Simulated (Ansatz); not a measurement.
Checking a run of Ansatz (an electronic-structure program) on TiSi2 (Cmcm, 6 atoms in the cell). The aim is a self-consistent single point with DFT, LDA (PW92), plane waves, default PAW files made with PBE.

Cell that was meant: a = 7.0460 Å, b = 7.0460 Å, c = 3.5958 Å, α = 90.00°, β = 90.00°, γ = 150.73°.

Part of the input:

Ansatz 0.2 input:
```yaml
    - { symbol: Si, position_ang: [1.78028500, 0.79422827, 0.89895750] }
    - { symbol: Si, position_ang: [1.78028500, 3.41293179, 2.69687250] }
    - { symbol: Si, position_ang: [1.78028500, -3.41293179, 0.89895750] }
basis:
  ecutwfc: 145.0
kpoints:
  mp_grid:
    grid: [8, 8, 7]
[...]
scf:
  occupations:
    method: cold
    width: 0.2
output:
  forces: true
  eigenvalues: true
```

Output, abridged:

```
   [... lines left out ...]
PAW frozen core: Si, regenerated for the run's functional, and the local potential with it
Initial density: superposition of atomic densities (neutral atoms: chi_scale 0, normalization atom), corrected by the library's trained network
Initial wavefunctions: pseudopotential atomic-orbital guess
Eigensolver: davidson
Functional: x = slater, c = lda
SCF iter   1: F=—  HF=-7296.872892 eV  |F-HF|=—  |Δ(HF+E_count)|=         —  Δρ=1.85e-1  dr2=2.55e1  ethr=1.77e-3  ⟨swp⟩=6.0  Hψ=10503  notcnv=0
all-band conjugate gradients solve this SCF's bands
preconditioner: auto → Kerker (q_TF=auto, 2.396 Å⁻¹)
SCF iter   2: F=—  HF=-7285.715781 eV  |F-HF|=—  |Δ(HF+E_count)|=    1.12e1  S|Δr|=    0.00e0  Δρ=6.89e-2  dr2=1.98e0  ethr=1.77e-3  ⟨swp⟩=3.1  Hψ=5754  notcnv=0  defer=74
   [... lines left out ...]
SCF iter   7: F=—  HF=-7284.494825 eV  |F-HF|=—  |Δ(HF+E_count)|=   1.34e-4  S|Δr|=    0.00e0  Δρ=5.48e-5  dr2=3.35e-6  ethr=1.31e-6  ⟨swp⟩=2.1  Hψ=2890  notcnv=0  defer=59
SCF iter   8: F=—  HF=-7284.494826 eV  |F-HF|=—  |Δ(HF+E_count)|=   6.75e-7  S|Δr|=    0.00e0  Δρ=3.88e-6  dr2=2.01e-8  ethr=2.50e-10  ⟨swp⟩=8.0  Hψ=11814  notcnv=0
SCF iter   9: F=-7284.494826 eV  HF=-7284.494826 eV  |F-HF|=7.91e-10  |Δ(HF+E_count)|=   5.35e-9  S|Δr|=    0.00e0  Δρ=8.70e-7  dr2=1.03e-9  ethr=5.03e-11  ⟨swp⟩=1.8  Hψ=5801  notcnv=0
SCF 1 converged in 9 iterations: F = -7284.494826 eV  dr2 = 1.03e-9
Stability not checked (fill_not_monotonic)
Free energy (F): -7284.494826 eV
Internal energy: -7284.498480 eV  (E = F + TS)
E sigma→0 (E₀):  -7284.496044 eV
Entropy (-TS):   0.003654 eV (0.609 meV/atom)
Fermi energy:    12.610494 eV
--- Forces (eV/Å), atoms counted from 1 ---
  atom   1  Ti     0.00000000     1.67458308     0.00000000
  atom   2  Ti     0.00000000    -1.67458308     0.00000000
  atom   3  Si     0.00000000    -0.08124444     0.00000000
   [... lines left out ...]
  atom   6  Si     0.00000000     0.01274894     0.00000000
--- Stress (GPa, compression-positive) ---
       -1.433348       0.000000       0.000000
        0.000000       2.293915       0.000000
        0.000000       0.000000      -2.057572
  P = ⅓ Tr σ = -0.3990 GPa (-3.990 kbar)
  The stress holds the Pulay correction. Without it, at fixed plane waves, as pw.x and ABINIT print it: P = -272.3553 GPa
```

Q: Is this run sound? If not, what is wrong?

A: The run is not sound. The fault is a basis or grid far too coarse for these potentials. Far below the cutoff that the potentials were made for, the basis cannot represent the orbitals near the nuclei, and energies, forces and above all the stress go wrong. To fix it, restore the cutoff that the potentials need and check convergence. The run converged in 9 iterations without an error; against the sound input the free energy goes up by 9.10 eV/atom, the pressure goes from -8.63 to -0.40 GPa and the largest force goes from 0.109 to 1.675 eV/Å. At a fixed set of plane waves, without the program's Pulay estimate, the pressure is -272.36 GPa against -8.68 GPa.

The sound input it was made from differs as follows (other fixes are possible):
```diff
-basis:
-  ecutwfc: 145.0
-    width: 0.2
+    width: 0.0147 Ry
```

With that input, the run converged in 6 iterations: free energy E − TS (on the zero of these files) -7339.1131 eV; Fermi level (on the code's own zero) 12.30 eV; pressure -8.63 GPa; largest force (vector length) 0.109 eV/Å (DFT, LDA (PW92), plane waves, default PAW files made with PBE).

On the sound input: the starting cell comes from a database of computed structures (which also holds hypothetical and non-ambient phases and stackings), without a prior relaxation at this level. Its lattice was rescaled by a random factor within 2.5 % of one. Spin polarisation is off. With a pressure of about -9 GPa the cell is away from its equilibrium volume at this level. Ansatz's pressure includes its estimate of the finite-basis (Pulay) stress.
